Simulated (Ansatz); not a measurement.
Input and output of a zone-centre phonon calculation for PbF2 (Fm-3m, 3 atoms in the cell) (Ansatz, a first-principles code).

Computed with LDA (PW92), default PAW files made with PBE (plane waves; Ansatz).

```
PbF2
1.0
    0.00000     2.95515     2.95515
    2.95515     0.00000     2.95515
    2.95515     2.95515     0.00000
Pb F
1 2
Cartesian
  0.00000   0.00000   0.00000
  1.47758   1.47758   1.47758
  4.43273   4.43273   4.43273
```

Reference input (self-consistent single point, DFT, LDA (PW92), plane waves, default PAW files made with PBE): basis.ecutwfc = 420 eV; kpoints.mp_grid.grid = 7 7 7; hamiltonian.xc = lda; hamiltonian.pseudopotentials = {kind: paw} (the program's default PAW files); scf.occupations.method = fermi_dirac; scf.occupations.width = 0.02 eV. This run's input differs from it in these lines:

Ansatz 0.2 input:
```diff
@@ -14,3 +14,3 @@
   mp_grid:
-    grid: [7, 7, 7]
+    grid: [8, 8, 8]
 hamiltonian:
@@ -21,8 +21,7 @@
   occupations:
-    method: fermi_dirac
-    width: 0.02
-output:
-  forces: true
-  eigenvalues: true
-  stress: true
+    method: fixed
+phonons:
+  method: dfpt
+  dielectric: true
+  rigid_motions: translations
```

Log, with long lists cut:

```
SCF iter   1: F=—  HF=-13191.274067 eV  |F-HF|=—  |Δ(HF+E_count)|=         —  Δρ=1.95e-2  dr2=1.50e-1  ethr=1.77e-3  ⟨swp⟩=4.9  Hψ=7257  notcnv=0  defer=169
all-band conjugate gradients solve this SCF's bands
preconditioner: auto → none
SCF iter   2: F=—  HF=-13191.251283 eV  |F-HF|=—  |Δ(HF+E_count)|=   2.28e-2  Δρ=1.45e-2  dr2=6.37e-2  ethr=5.35e-4  ⟨swp⟩=2.1  Hψ=4061  notcnv=0  defer=138
   [... lines left out ...]
SCF iter   5: F=—  HF=-13191.232835 eV  |F-HF|=—  |Δ(HF+E_count)|=   8.29e-6  Δρ=4.13e-5  dr2=1.06e-6  ethr=8.13e-8  ⟨swp⟩=2.6  Hψ=3060  notcnv=0  defer=102
SCF iter   6: F=—  HF=-13191.232833 eV  |F-HF|=—  |Δ(HF+E_count)|=   2.01e-6  Δρ=9.52e-6  dr2=2.52e-8  ethr=3.78e-9  ⟨swp⟩=2.0  Hψ=2826  notcnv=0  defer=56
SCF iter   7: F=—  HF=-13191.232833 eV  |F-HF|=—  |Δ(HF+E_count)|=  1.35e-10  Δρ=1.04e-6  dr2=4.76e-10  ethr=8.99e-11  ⟨swp⟩=2.0  Hψ=2375  notcnv=0  defer=56
SCF iter   8: F=-13191.232833 eV  HF=-13191.232833 eV  |F-HF|=1.09e-11  |Δ(HF+E_count)|=  6.91e-11  Δρ=1.61e-7  dr2=6.88e-12  ethr=1.00e-12  ⟨swp⟩=8.0  Hψ=10079  notcnv=0
SCF 1 converged in 8 iterations: F = -13191.232833 eV  dr2 = 6.88e-12
DFPT response loops at Γ: preconditioner auto → none (the input reference at scf.mixing.eps_inf says where Resta's filter doesn't serve); β = 0.50 …
Free energy (F): -13191.232833 eV
Internal energy: -13191.232833 eV  (E = F + TS)
E sigma→0 (E₀):  -13191.232833 eV
Fermi energy:    4.677988 eV
--- Phonons (Γ-DFPT): 2 representative perturbations + reference, on 95 of 512 k-points (Σ response iterations 7) ---
  k mesh reduced under 4 symmetry operations, with k and −k counted as one. Each operation leaves every solved perturbation unchanged …
  ASR residual: 1.552e-4 → 0.000e0 eV/Å²; symmetrization residual: 1.230e-6 eV/Å²
   [... lines left out ...]
  k-mesh period / interband length: 33.4 Å / 1.26 Å = 26.59 at k = (0.0000, -0.5000, -0.5000), direct gap 4.420 eV — 14 or more, which is no proof of convergence
   [... lines left out ...]
      ω (cm⁻¹)  modes    IR ((D/Å)²/amu)
         93.31      2            14.7395
        236.87      3             0.0000
        313.27      1             7.3698
  optical modes at Γ + LO–TO along q̂ = [0.0000, 0.0000, 1.0000]:
      ω (cm⁻¹)  modes    IR ((D/Å)²/amu)
         93.31      2            14.7395
        236.87      3             0.0000
        313.27      1             7.3698
```

The run converged in 8 iterations. 

Summary of the result:
```
Quantity                                                                                                              Result
----------------------------------------------------------------------------------------  ----------------------------------
Free energy E − TS (on the zero of these files)                                                               -13191.2328 eV
Top of the valence band (on the code's own zero)                                                                     4.68 eV
Gap on the k-point mesh                                                                                              4.26 eV
Zone-centre frequencies (cm⁻¹; negative means imaginary)                                  0, 0, 0, 93, 93, 93, 237, 237, 237
ε∞ at this k-point mesh, which may be far from converged in small-gap cells (xx, yy, zz)                    3.41, 3.41, 3.41
Born charges at this mesh (mean of the diagonal, e)                                                Pb 3.20, F -1.60, F -1.60
```

The starting cell has typed, rounded lattice constants, without a prior relaxation at this level. Its lattice was rescaled by up to half a per cent. Spin-orbit coupling is off. The frequencies listed for the zone centre hold no LO-TO term.

Cost on one core of a shared machine: roughly 40 s.
